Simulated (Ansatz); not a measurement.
Take AlN in the wurtzite structure (space group P6_3mc, No. 186) as the base.

```
AlN
1.0
    3.10656     0.00000     0.00000
   -1.55328     2.69036     0.00000
    0.00000     0.00000     4.97805
Al N
2 2
Cartesian
  0.00000   1.79357   4.96104
  1.55328   0.89679   2.47202
  0.00000   1.79357   1.88277
  1.55328   0.89679   4.37180
```

Cartesian axes are those of the cell as printed.

Method: r2SCAN (Ansatz, a program for electronic structure, PAW, spin-orbit coupling left out), earlier PAW set.

For the base:

```
Property                               Value
---------------------  ---------------------
Valence-band top at Γ  0.00, -0.22, -0.22 eV
```

The change: uniaxial stress, 2 GPa tension along z; all other stress components relax to zero.

Q: Predict the new energy relative to the base.

A: The energy increases by 0.4 meV/atom.

Q: Predict the new valence-band top at Γ.

A: The valence-band top at Γ (three highest levels, from the VBM) changes from 0.00, -0.22, -0.22 eV to 0.00, -0.16, -0.16 eV.

The levels and masses belong to the bands next to the band gap. Load acts through the strain it causes; cell and atoms are relaxed under it. Stability under load was not tested beyond the relaxation.
